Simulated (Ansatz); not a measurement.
Results of r²SCAN in Ansatz (PAW) for Cu2ZnSnS4 (Pmn2₁, No. 31, 16 atoms in the cell; start mp-1190224; a measured phase of this formula has another space group).

Run with plane-wave cutoff 500 eV, 6×6×6 k mesh, Fermi–Dirac smearing 0.05 eV, no spin polarisation, scalar-relativistic PAW data made under PBE.

Cell (relaxed at this level):

```yaml
crystal:
  lattice:
    - [7.60834, 0.00000, 0.00000]
    - [0.00000, 6.61381, 0.00000]
    - [0.00000, 0.00000, 6.30542]
  atoms:
    - { symbol: Zn, position: [0.50000, 0.83369, 0.50126] }
    - { symbol: Zn, position: [0.00000, 0.16631, 0.00126] }
    - { symbol: Cu, position: [0.25068, 0.33159, 0.49657] }
    - { symbol: Cu, position: [0.24932, 0.66841, 0.99657] }
    - { symbol: Cu, position: [0.74932, 0.33159, 0.49657] }
    - { symbol: Cu, position: [0.75068, 0.66841, 0.99657] }
    - { symbol: Sn, position: [0.50000, 0.16399, 0.00048] }
    - { symbol: Sn, position: [0.00000, 0.83601, 0.50048] }
    - { symbol: S, position: [0.24326, 0.34462, 0.13373] }
    - { symbol: S, position: [0.25674, 0.65538, 0.63373] }
    - { symbol: S, position: [0.75674, 0.34462, 0.13373] }
    - { symbol: S, position: [0.74326, 0.65538, 0.63373] }
    - { symbol: S, position: [0.50000, 0.17096, 0.61321] }
    - { symbol: S, position: [0.00000, 0.82904, 0.11321] }
    - { symbol: S, position: [0.50000, 0.81777, 0.12954] }
    - { symbol: S, position: [0.00000, 0.18223, 0.62954] }
```

What does this level give for the band gap?


* **band gap**: 0.39 eV (on the SCF k mesh)

Note: the relaxation could not lower the start's symmetry, so the cell can be a saddle point above a distorted one.

Spin–orbit coupling is not included.

Computed values are for the static lattice.

A start named mp-… is a Materials Project structure, which need not be a measured phase.

Ansatz is an electronic-structure program.
